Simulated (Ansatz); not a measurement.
# Rutile MgH₂

Level of theory: PBE in Ansatz (plane waves, PAW).

Settings: plane-wave cutoff 520 eV, 6×6×8 k mesh (along the axes of the cell as run), perturbation theory, scalar-relativistic PAW data made under PBE.

Cell: measured lattice: a = 4.501 Å, b = 4.501 Å, c = 3.010 Å, α = 90.00°, β = 90.00°, γ = 90.00°.

For rutile MgH₂, the high-frequency dielectric constant (mean over three axes) is 3.97 and the dielectric constant ε0 (ions relaxed) (mean over three axes) is 10.4.

Note: the cell isn't this level's own, so it is under some stress, which shifts stiffness and frequencies.

It cost very roughly 6 core-minutes of CPU time.

Ansatz is a quantum-chemistry and plane-wave program.
